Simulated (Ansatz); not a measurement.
How far to go with shifted k-point meshes: Pt3Pb (P4mm, 4 atoms in the cell)

```
Pt3Pb
1.0
    4.12023     0.00000     0.00000
    0.00000     4.12023     0.00000
    0.00000     0.00000     4.12023
Pt Pb
3 1
Direct
  0.50000   0.00000   0.50000
  0.01213   0.50000   0.50000
  0.50000   0.50000   0.00000
  0.00000   0.00000   0.00000
```

Computed with LDA (PW92), default PAW files made with PBE (plane waves; Ansatz, a first-principles code).

Base settings: basis.ecutwfc = 420 eV; kpoints.mp_grid.grid = 8 8 8; hamiltonian.xc = lda; hamiltonian.pseudopotentials = {kind: paw} (the program's default PAW files); scf.occupations.method = fermi_dirac; scf.occupations.width = 0.1 eV.

In this ladder: kpoints.mp_grid.shift = 0.5 0.5 0.5.

Only quantities that move along the ladder and can be compared are tabulated.

The count of work is k-points × plane waves × bands × iterations; it is no time. Core times come from one kind of shared machine, to one figure; runs under 30 s give none.

The starting cell comes from a database of computed structures (which also holds hypothetical and non-ambient phases and stackings), without a prior relaxation at this level. Its lattice was rescaled by up to half a per cent. One atom was moved a little off its site on purpose. Spin polarisation is off. In the base run, with a pressure of about -11 GPa the cell is away from its equilibrium volume at this level. Ansatz's pressure includes its estimate of the finite-basis (Pulay) stress.

Steps (kpoints.mp_grid.grid): 2 2 2; 3 3 3; 4 4 4; 5 5 5; 6 6 6; 7 7 7; 8 8 8; 9 9 9; 10 10 10; 12 12 12; 13 13 13; 14 14 14; 16 16 16; 17 17 17; 19 19 19; 24 24 24; 26 26 26.

Q: What is the coarsest kpoints.mp_grid.grid that holds the free energy within 1 meV/atom of the last step, with all finer ones?

A: 7 7 7, at 0.034 of the last step's count of work; the step before is off by 1.4 meV/atom.

Q: What is the coarsest kpoints.mp_grid.grid that holds the pressure within 0.2 GPa of the last step, with all finer ones?

A: 5 5 5, at 0.015 of the last step's count of work; the step before is off by 0.35 GPa.

Q: What is the coarsest kpoints.mp_grid.grid that holds the forces within 0.01 eV/Å of the last step, with all finer ones?

A: 5 5 5, at 0.015 of the last step's count of work; the step before is off by 0.013 eV/Å.

| kpoints.mp_grid.grid | free energy less the last step's (meV/atom) | pressure (GPa) | largest difference of a force vector from the last step's (eV/Å) | count of work / last | core time / last (rough) |
|---|---|---|---|---|---|
| 2 2 2 | 34.17 | -3.93 | 0.061 | 0.00099 | – |
| 3 3 3 | -39.56 | -11.08 | 0.026 | 0.0051 | – |
| 4 4 4 | 7.10 | -10.55 | 0.013 | 0.0051 | – |
| 5 5 5 | -1.53 | -10.77 | 0.003 | 0.015 | – |
| 6 6 6 | -1.38 | -10.93 | 0.004 | 0.015 | – |
| 7 7 7 | 0.86 | -10.85 | 0.003 | 0.034 | – |
| 8 8 8 | -0.16 | -10.90 | 0.000 | 0.034 | – |
| 9 9 9 | 0.05 | -10.92 | 0.001 | 0.063 | – |
| 10 10 10 | 0.09 | -10.89 | 0.001 | 0.063 | – |
| 12 12 12 | 0.01 | -10.90 | 0.000 | 0.11 | – |
| 13 13 13 | 0.01 | -10.90 | 0.000 | 0.17 | 0.2 |
| 14 14 14 | -0.02 | -10.90 | 0.000 | 0.17 | 0.2 |
| 16 16 16 | 0.00 | -10.90 | 0.000 | 0.24 | 0.3 |
| 17 17 17 | 0.00 | -10.90 | 0.000 | 0.34 | 0.4 |
| 19 19 19 | 0.00 | -10.90 | 0.000 | 0.46 | 0.5 |
| 24 24 24 | 0.00 | -10.90 | 0.000 | 0.79 | 0.8 |
| 26 26 26 | 0.00 | -10.90 | 0.000 | 1.0 | 1 |

Keys are those of Ansatz 0.2.
